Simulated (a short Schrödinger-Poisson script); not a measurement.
Structure: MOS inversion layer, SiO2 on p-type Si(100), at 300 K.

From the gate side: 1.5 nm SiO2; 1000 nm Si, acceptors 1.7e17 cm⁻³.

Constants are typed, rounded textbook-type inputs, not results; the design itself was drawn at random and stands for no fabricated device. SiO2: permittivity 3.9, conduction-band edge (eV) 3.15, gap (eV) 9, electron mass (mₑ) 0.5. Si: permittivity 11.7, conduction-band edge (eV) 0, gap (eV) 1.124, Nv at 300 K (cm⁻³) 3.1e19.

Channel valleys (confinement mass, in-plane density-of-states mass, number): Δ2 0.916, 0.19, 2; Δ4 0.19, 0.417, 4. At the gate the conduction-band edge of layer 1 lies 3.76 eV − eVg above the Fermi level of the channel; the field vanishes at the back. Gaps are held at their typed values at every temperature. Mesh 0.03 nm at interfaces.

Solved with a short Schrödinger-Poisson script written for these runs: 1D Poisson equation in equilibrium, electrons quantum, Hartree (BenDaniel-Duke, 12 states a valley, the channel's in-plane mass for all, wave functions free to enter the dielectric), parabolic valleys, classical holes, full ionisation, no traps, pinning or gate leakage.

| Vg (V) | electrons (cm⁻²) | C (μF/cm²) | Δ2 E0 (meV from the Fermi level) | Δ4 E0 (meV from the Fermi level) |
|---|---|---|---|---|
| 0.55 | 2.81e9 | 0.139 | 211.8 | 246.4 |
| 0.6 | 1.57e10 | 0.200 | 166.7 | 202.0 |
| 0.65 | 7.56e10 | 0.437 | 125.4 | 161.7 |
| 0.7 | 2.48e11 | 0.830 | 93.6 | 131.2 |
| 0.75 | 5.45e11 | 1.14 | 72.0 | 111.4 |
| 0.8 | 9.23e11 | 1.32 | 56.8 | 98.3 |
| 0.85 | 1.35e12 | 1.44 | 45.3 | 88.9 |
| 0.9 | 1.81e12 | 1.52 | 36.1 | 81.8 |
| 0.95 | 2.29e12 | 1.58 | 28.3 | 76.2 |
| 1 | 2.79e12 | 1.63 | 21.6 | 71.5 |
| 1.05 | 3.31e12 | 1.67 | 15.7 | 67.5 |
| 1.1 | 3.83e12 | 1.70 | 10.3 | 64.0 |
| 1.15 | 4.36e12 | 1.72 | 5.4 | 60.9 |
| 1.2 | 4.91e12 | 1.74 | 0.8 | 58.1 |
| 1.25 | 5.45e12 | 1.76 | -3.5 | 55.5 |
| 1.3 | 6.00e12 | 1.78 | -7.5 | 53.1 |
| 1.35 | 6.56e12 | 1.79 | -11.3 | 50.9 |
| 1.4 | 7.12e12 | 1.81 | -15.0 | 48.9 |

Gate voltages with under 1e9 electrons/cm² are left out.

Question: At Vg = 1.4 V the lowest Δ2 subband lies at -15.0 meV from the Fermi level. How many electrons does it hold, and what share of all?

Answer: The two-dimensional density of states is g m/(πħ²) = 1.59e11 cm⁻² meV⁻¹ (both spins), kT = 25.9 meV, so n = D kT ln(1 + exp(−E/kT)) = 4.20e12 cm⁻², 0.59 of the 7.12e12 cm⁻² in all.

Question: Compare the slope of the sheet density between 1.3 and 1.4 V with the geometric capacitance of the layers between gate and channel.

Answer: q Δn/ΔV = 1.79 μF/cm²; ε0/Σ(t/ε) = 2.30 μF/cm². The ratio is 0.78: the channel acts as a further capacitance in series.
